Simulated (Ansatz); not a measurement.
Si (model structure, R-3m, No. 166, 6 atoms in the cell) was calculated with r²SCAN+rVV10 (Ansatz, an electronic-structure program, plane waves, PAW).

Numerical settings: plane-wave cutoff 560 eV, 10×10×10 k mesh, Fermi–Dirac smearing 0.01 eV, scalar-relativistic PAW data made under PBE.

Cell (relaxed at this level):

```cif
data_Si18
_chemical_formula_sum 'Si18'
_space_group_name_H-M_alt 'R-3m :H'
_space_group_IT_number 166
_space_group_name_Hall '-R 3 2"'
_cell_length_a 3.83105
_cell_length_b 3.83105
_cell_length_c 28.40891
_cell_angle_alpha 90.000
_cell_angle_beta 90.000
_cell_angle_gamma 120.000
loop_
_atom_site_label
_atom_site_type_symbol
_atom_site_symmetry_multiplicity
_atom_site_Wyckoff_symbol
_atom_site_fract_x
_atom_site_fract_y
_atom_site_fract_z
_atom_site_occupancy
Si1 Si 6 c 0.00000 0.00000 0.26408 1
Si2 Si 6 c 0.00000 0.00000 0.18069 1
Si3 Si 6 c 0.00000 0.00000 0.04135 1
```
(The calculation used a cell of 6 atoms; values per cell refer to that cell.)

Predict the band gap and Γ–Γ gap.


band gap: 0.65 eV (on the SCF k mesh)
Γ–Γ gap: 1.72 eV

Note: the relaxation could raise the start's symmetry but not lower it, so the cell can be a saddle point.

Computing time: roughly 3 core-minutes.

A model structure was made by putting elements into a prototype or built by hand; it is no filed structure, need not be a known phase, and can be a saddle point held by its symmetry.
